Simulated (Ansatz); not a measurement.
Here is the system:

```
CELL_PARAMETERS angstrom
      0.00000     1.96482     1.96482
      1.96482     0.00000     1.96482
      1.96482     1.96482     0.00000
ATOMIC_POSITIONS crystal
  Ir 0.00000 0.00000 0.00000
```

No spin polarisation.

Level of theory: Ansatz (an electronic-structure program) PBE, without spin-orbit coupling. k-mesh 29×29×29 (Γ-centred); smearing 0.1 eV (Fermi–Dirac).

Q: Estimate the band gap.

A: Zero.

Q: Estimate the space group.

A: Fm-3m (No. 225).

Q: What pressure does the calculation give?

A: -13.8 GPa.

The cells carry an imposed strain or load. Whether these cells are dynamically stable was not tested. All final runs are without spin polarisation. The cell was made from Ir in the fcc (Cu type) structure (space group Fm-3m, No. 225) by this change: isotropic strain +1.50 %.
